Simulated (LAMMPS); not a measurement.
Al (fcc) at 700 K and zero pressure, started from the crystal, with several potentials, in cells of their own sizes.

The levels:
- EAM-type AlCu.adp: classical MD, pair style adp, file AlCu.adp (LAMMPS); Apostol and Mishin, Phys Rev B 83, 054116 (2011)
- EAM-type AlCu.eam.alloy: classical MD, pair style eam/alloy, file AlCu.eam.alloy (LAMMPS); Cai and Ye, Phys Rev B, 54, 8398-8410 (1996)
- EAM-type AlFe_mm.eam.fs: classical MD, pair style eam/fs, file AlFe_mm.eam.fs (LAMMPS); Mendelev, Srolovitz, Ackland and Han, J Mater Res 20, 208-218 (2005)
- EAM-type Al_jnp.eam: classical MD, pair style eam, file Al_jnp.eam (LAMMPS); Jacobsen, Norskov and Puska, Phys Rev B, 35, 7423 (1987)
- EAM-type Al_mm.eam.fs: classical MD, pair style eam/fs, file Al_mm.eam.fs (LAMMPS)
- EAM-type Al_zhou.eam.alloy: classical MD, pair style eam/alloy, file Al_zhou.eam.alloy (LAMMPS); Zhou et al, Acta Mater, 49, 4005 (2001)
- EAM-type NiAlH_jea.eam.alloy: classical MD, pair style eam/alloy, file NiAlH_jea.eam.alloy (LAMMPS); Moody and Baskes, Modell Sim Mater Sci Eng, 3, 289-307 (1995)
- MEAM AlSiMgCuFe.meam: classical MD, pair style meam, file AlSiMgCuFe.meam (LAMMPS); Jelinek, Groh, Horstemeyer, Houze, Kim, Wagner, Moitra and Baskes, Phys Rev B, 85, 245102 (2012)
- MEAM MoCoNiVFeAlCr_2nn.meam: classical MD, pair style meam, file MoCoNiVFeAlCr_2nn.meam (LAMMPS); Wang, J., Kwon, H., Kim, H.S. et al. A neural network model for high entropy alloy design. npj Comput Mater 9, 60 (2023).
- MEAM library.meam-Al: classical MD, pair style meam, file library.meam (library.meam-Al) (LAMMPS); Baskes, Phys Rev B, 46, 2727-2742 (1992)
- bond-order AlCu.bop.table: classical MD, pair style bop, file AlCu.bop.table (LAMMPS); Zhou, Ward, and Foster, Phys. Chem. Chem. Phys., under consideration

| potential | state | volume | first peak of g(r) | coordination number | mean phonon frequency | rough cost (ms per atom and simulated ps) |
|---|---|---|---|---|---|---|
| bond-order AlCu.bop.table | crystal; no diffusion seen in 15 ps | 16.7181 ± 0.0006 Å³/atom | 2.86 Å, height 4.5 | 12.0 (counted to 3.50 Å) | 5.9 THz | 10 to 30 |
| EAM-type AlCu.adp | crystal; no diffusion seen in 30 ps | 17.1547 ± 0.0008 Å³/atom | 2.86 Å, height 4.5 | 12.0 (counted to 3.54 Å) | 6.1 THz | 3 to 10 |
| EAM-type AlCu.eam.alloy | crystal; no diffusion seen in 30 ps | 17.8096 ± 0.0010 Å³/atom | 2.86 Å, height 3.6 | 12.2 (counted to 3.62 Å) | 5.0 THz | 1 to 3 |
| EAM-type AlFe_mm.eam.fs | crystal; no diffusion seen in 30 ps | 17.3318 ± 0.0007 Å³/atom | 2.85 Å, height 4.3 | 12.1 (counted to 3.58 Å) | 5.7 THz | 1 to 3 |
| EAM-type Al_jnp.eam | crystal; no diffusion seen in 30 ps | 16.5799 ± 0.0006 Å³/atom | 2.82 Å, height 4.3 | 12.1 (counted to 3.50 Å) | 6.0 THz | 0.3 to 1 |
| EAM-type Al_mm.eam.fs | crystal; no diffusion seen in 30 ps | 17.3759 ± 0.0006 Å³/atom | 2.87 Å, height 4.2 | 12.0 (counted to 3.54 Å) | 5.5 THz | 1 to 3 |
| EAM-type Al_zhou.eam.alloy | crystal; no diffusion seen in 30 ps | 18.217 ± 0.002 Å³/atom | 2.87 Å, height 3.3 | 12.2 (counted to 3.66 Å) | 4.5 THz | 1 to 3 |
| EAM-type NiAlH_jea.eam.alloy | liquid | 19.3825 ± 0.0009 Å³/atom | 2.73 Å, height 2.6 | 12.2 (counted to 3.86 Å) | 4.4 THz | 0.3 to 1 |
| MEAM AlSiMgCuFe.meam | crystal; no diffusion seen in 30 ps | 17.1281 ± 0.0008 Å³/atom | 2.87 Å, height 4.8 | 12.0 (counted to 3.50 Å) | 6.5 THz | 10 to 30 |
| MEAM MoCoNiVFeAlCr_2nn.meam | crystal; no diffusion seen in 30 ps | 17.322 ± 0.002 Å³/atom | 2.86 Å, height 4.3 | 12.0 (counted to 3.54 Å) | 5.8 THz | 3 to 10 |
| MEAM library.meam-Al | crystal; no diffusion seen in 30 ps | 16.7491 ± 0.0003 Å³/atom | 2.86 Å, height 5.6 | 12.0 (counted to 3.50 Å) | 8.2 THz | 3 to 10 |

Costs are rough: whole-run CPU time with set-up and analysis, from shared machines, in bands a factor of about three wide.

Caution (rows bond-order AlCu.bop.table; EAM-type Al_zhou.eam.alloy; EAM-type NiAlH_jea.eam.alloy; MEAM AlSiMgCuFe.meam; MEAM library.meam-Al): a run this short can hold a crystal over, or a liquid under, the potential's own melting point, which these runs don't give.

Caution: the potential EAM-type AlFe_mm.eam.fs is made for dilute Fe in Al.

Caution: the potential EAM-type NiAlH_jea.eam.alloy is made for Ni, Ni3Al and hydrogen in them.

Caution (row EAM-type NiAlH_jea.eam.alloy): this liquid lies under the measured melting point of 933 K, so it is undercooled or the potential melts low.

Caution: the potential MEAM library.meam-Al is a first-neighbour MEAM set with a 4 Å cutoff, used here without a parameter file and away from the static properties it was fitted to.

States go by the mean squared displacement: a species diffuses where it passes 1.5 Å², still rises and gives D over 1e-6 cm²/s; a crystal has left its structure where atoms lie 0.35 Å off their sites on average or a cubic box changes its shape by 3 %, or the axial ratios of another lie 8 % off the starting cell's, which the potential's own relaxation can also do.

The ± values are statistical; the model's systematic error is not in them.
